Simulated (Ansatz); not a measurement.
# Response to strain in Ga2O3

Start from Ga$_{2}$O$_{3}$ in the corundum structure (space group R-3c, No. 167; a = 5.0003 Å, c = 13.4488 Å (hexagonal axes)). Axes: x lies along a and z along c of the hexagonal cell.

Strains are applied to the cell and any free atomic positions relax.

Level of theory: DFT with PBEsol, PAW potentials and a 420 eV plane-wave cutoff in Ansatz (a program for electronic structure), no spin-orbit coupling.

Notes on the quantities. pressure: mean of the normal stresses, compression positive; energy relative to the base: free energy F.

```csv
variant,shortest interatomic distance,band gap,pressure,smallest direct gap,energy relative to the base
base,3.649 bohr,2.70 eV,0.00 GPa,2.95 eV,0 meV/atom
uniaxial strain ε_zz = −3.00 %,3.618 bohr,2.94 eV,6.53 GPa,3.15 eV,+9.7 meV/atom
uniaxial strain ε_zz = −2.25 %,3.626 bohr,2.89 eV,4.81 GPa,3.12 eV,+5.4 meV/atom
uniaxial strain ε_zz = −1.50 %,3.633 bohr,2.83 eV,3.15 GPa,3.10 eV,+2.4 meV/atom
uniaxial strain ε_zz = −0.75 %,3.641 bohr,2.77 eV,1.55 GPa,3.04 eV,+0.6 meV/atom
```

Whether these cells are dynamically stable was not tested.
